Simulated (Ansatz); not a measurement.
Consider the following.

```
CELL_PARAMETERS angstrom
      0.00000     3.08980     3.08980
      3.08980     0.00000     3.08980
      3.08980     3.08980     0.00000
ATOMIC_POSITIONS crystal
  Se 0.00000 0.00000 0.00000
  Pb 0.50000 0.50000 0.50000
```

No spin polarisation.

Computed with PBE, PAW, 420 eV (Ansatz, a quantum-chemistry and plane-wave program; no spin-orbit coupling). Γ-centred 9×9×9 mesh, Fermi–Dirac width 0.05 eV.

Question: What is the computed band gap?

Answer: 0.38 eV.

Question: Predict the width of the top valence band.

Answer: 3.04 eV.

Question: Estimate the hole mass.

Answer: 0.16 mₑ along k, 0.11 mₑ across (at L).

With Pb present, leaving out spin-orbit coupling can change the band edges. Load acts through the strain it causes; cell and atoms are relaxed under it. Masses are band curvatures over ±0.01 Å⁻¹ around the edge. Along k means along the line from Γ to the band edge. Stability against distortions was not tested. The cell was made from PbSe in the rock salt structure (space group Fm-3m, No. 225) by this change: pressure 0.9 GPa.
